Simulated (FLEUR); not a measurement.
## Equation of state of Mg3Sb2 (space group 164): energy against volume (FLEUR, LDA)

```
Mg3Sb2
1.0
    4.38265     0.00000     0.00000
   -2.19132     3.79548     0.00000
    0.00000     0.00000     6.94880
Mg Sb
3 2
Direct
  0.00000   0.00000   0.00000
  0.33333   0.66667   0.63400
  0.66667   0.33333   0.36600
  0.33333   0.66667   0.22800
  0.66667   0.33333   0.77200
```

Computed with LDA (Perdew-Zunger), all-electron FLAPW (FLEUR), scalar-relativistic valence run with FLEUR. Settings: Kmax = 5.02 1/bohr; GmaxXC = 20.1 1/bohr; xcFunctional = pz; jspins = 1; l_soc = F; mode = hist; fermiSmearingEnergy = 0.00036749 Htr; mesh (inpgen div1-3) = 4 4 2; inpgen gamma flag = true; Gmax = 20.1 1/bohr; numbands = 0; maxIterBroyd = 40; imix = Anderson; alpha = 0.05; precondParam = 0; minDistance = 1e-05 me/bohr^3. The cell above is the first row's. The rows scale it uniformly. In all rows fractional positions and the k mesh are held. E is the free energy at the stated smearing, counted from the lowest row.

| V (Å^3/atom) | E (meV/atom) |
|---|---|
| 23.118 | 27.90 |
| 23.620 | 14.94 |
| 24.123 | 6.25 |
| 24.625 | 1.37 |
| 25.128 | 0.00 |
| 25.630 | 1.72 |
| 26.133 | 6.26 |
| 26.636 | 13.35 |
| 27.138 | ? |

**Question.** Using the third-order Birch-Murnaghan form, a cubic in V^(-2/3), estimate the missing E at V = 27.138 from the other rows, showing the fit.

**Answer.** With u = V^(-2/3) - 0.117, the rows have u = 0.006225, 0.004473, 0.002779, 0.001145, -0.000437, -0.001964, -0.003445, -0.004879. Least squares gives E = 0.053 + 422.0·u + 647587·u² + 518692·u³. Residuals (row less fit): 0.001, -0.004, 0.012, -0.016, 0.008, 0.002, -0.004, 0.001; standard error 0.011 (degrees of freedom: 4). Its minimum lies at u = -0.000326, so V0 = (0.116674)^(-3/2) = 25.09. There d²E/du² = 1294000 and d³E/du³ = 3112000, so B0 = (4/9) × 25.09^(-7/3) × 1294000 × 0.160218 = 50.0 GPa (the last factor turns the table's units into GPa), and B0' = 4 + (2/3) × 0.116674 × (3112000)/1294000 = 4.2. At the withheld row, u = -0.006266, so E = 0.053 + 422.0 × (-0.006266) + 647587 × (-0.006266)² + 518692 × (-0.006266)³ = 22.707 meV/atom. The calculation gives 22.71 meV/atom, which the fit meets to the printed digits. The row lies outside the fitted rows, so this is an extrapolation. From the scatter of the fitted rows alone, a prediction at this place has a standard error of 0.027 meV/atom, so the miss is 0.1 times that.

Carrying the step between the two nearest rows on in a straight line would have given 20.43, off by 2.28; series whose last step already gives the withheld value aren't shown. The scan was laid around a cell of about the measured size, scaled by a guess for this functional; axis ratios and inner coordinates come from that cell. The runs keep the symmetry of the cell, so they don't test it for distortions. Values depend on the basis (sphere radii, cutoffs, local orbitals), which need not be converged. Spin-orbit coupling is off. The shape of the cell and the inner coordinates aren't relaxed, so V0 and B0 belong to this uniform scaling; a relaxed crystal lies no higher in energy and is usually softer. Cutoffs and mesh are single choices, not tested for convergence of this quantity. Series with a scatter that would blur these digits, or in which a gap closes, are not shown. Nor are scans whose minimum lies at an end fitted in this form.
